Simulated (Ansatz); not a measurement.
Start from MgS in the rock salt structure (space group Fm-3m, No. 225).

```yaml
crystal:
  lattice:
    - [0.00000, 2.56462, 2.56462]
    - [2.56462, 0.00000, 2.56462]
    - [2.56462, 2.56462, 0.00000]
  atoms:
    - { symbol: Mg, position: [0.00000, 0.00000, 0.00000] }
    - { symbol: S, position: [0.50000, 0.50000, 0.50000] }
```

Cartesian axes are those of the cell as printed.

Calculations: LDA, PAW, 420 eV (Ansatz, a quantum-chemistry and plane-wave program; scalar-relativistic without spin-orbit coupling).

Modification: the cell is compressed by 2.00 % along z with no lateral relaxation; the atoms relax in the strained cell.

Problem. Predict the stress tensor and what it implies for the stiffness.

Solution. Stress of the strained cell less that of the base (GPa, compression positive):
```
   0.90    0.00    0.00
   0.00    0.90    0.00
   0.00    0.00    3.69
```

Then −Δσ_ii/ε with ε = -0.0200 gives secant stiffness values (nonlinear terms included at this strain): C33 ≈ 185 GPa, C13 ≈ 45 GPa and C23 ≈ 45 GPa.

Whether these cells are dynamically stable was not tested.
